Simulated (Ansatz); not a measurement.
System: interstitial Al in monoclinic HfO2 (charge state +3). Method: PBE, PAW (plane waves to 420 eV; Ansatz, a quantum-chemistry and plane-wave program).

Settings: 96 host sites, the relaxed PBE lattice, the Γ point alone, smearing 0.01 eV, spin-restricted, no image-charge correction. Static, classical nuclei. Spin-orbit coupling is left out. The charge state is imposed; whether it is stable for some Fermi level was not computed. Sites that were not tried may lie lower.

Barriers: single points on a 2×2×2 k-point mesh shifted by half a step at the bands' geometries.

The step: a concerted move, in which Al travels most (a rearrangement that moves the defect's centre by under 1 Å). Atoms about the jump, Cartesian Å from the middle of the jump, before and after:

```csv
atom,x0,y0,z0,x1,y1,z1
Al1,-0.30,0.21,-0.09,0.30,-0.21,0.09
O2,0.53,1.64,-0.80,0.49,1.49,-0.71
O3,-0.49,-1.49,0.71,-0.53,-1.64,0.80
O4,0.07,0.80,1.65,0.07,0.71,1.66
O5,-0.07,-0.71,-1.66,-0.07,-0.80,-1.65
O6,2.32,-1.22,-0.17,2.01,-1.01,-0.03
O7,-2.01,1.01,0.03,-2.32,1.22,0.17
Hf8,1.96,0.23,-1.70,1.98,0.32,-1.80
Hf9,-1.98,-0.32,1.80,-1.96,-0.23,1.70
Hf10,1.32,2.46,1.10,1.32,2.47,1.09
Hf11,-1.32,-2.47,-1.09,-1.32,-2.46,-1.10
O12,2.89,1.28,0.05,2.92,1.34,0.04
O13,-2.92,-1.34,-0.04,-2.89,-1.28,-0.05
Hf14,-1.24,2.90,-1.14,-1.23,2.81,-1.08
Hf15,1.23,-2.81,1.08,1.24,-2.90,1.14
O16,1.87,-1.34,2.48,1.87,-1.38,2.53
O17,-1.87,1.38,-2.53,-1.87,1.34,-2.48
O18,-0.44,3.50,0.77,-0.45,3.45,0.81
O19,0.45,-3.45,-0.81,0.44,-3.50,-0.77
```

Where do these atoms stand at the saddle point, and how high is it?


| atom | x | y | z |
|---|---|---|---|
| Al1 | -0.02 | -0.01 | 0.01 |
| O2 | 0.50 | 1.56 | -0.75 |
| O3 | -0.53 | -1.57 | 0.76 |
| O4 | 0.06 | 0.75 | 1.67 |
| O5 | -0.09 | -0.76 | -1.65 |
| O6 | 2.15 | -1.13 | -0.11 |
| O7 | -2.18 | 1.11 | 0.12 |
| Hf8 | 1.97 | 0.27 | -1.75 |
| Hf9 | -2.00 | -0.28 | 1.76 |
| Hf10 | 1.31 | 2.47 | 1.11 |
| Hf11 | -1.34 | -2.48 | -1.09 |
| O12 | 2.90 | 1.31 | 0.05 |
| O13 | -2.93 | -1.32 | -0.04 |
| Hf14 | -1.26 | 2.84 | -1.10 |
| Hf15 | 1.23 | -2.86 | 1.11 |
| O16 | 1.85 | -1.36 | 2.51 |
| O17 | -1.88 | 1.35 | -2.49 |
| O18 | -0.45 | 3.47 | 0.80 |
| O19 | 0.42 | -3.49 | -0.79 |
It lies 0.23 eV above the start and 0.23 eV above the end. The saddle point's order was not checked, and it lies on a symmetry element of the cell, where a band can be held.
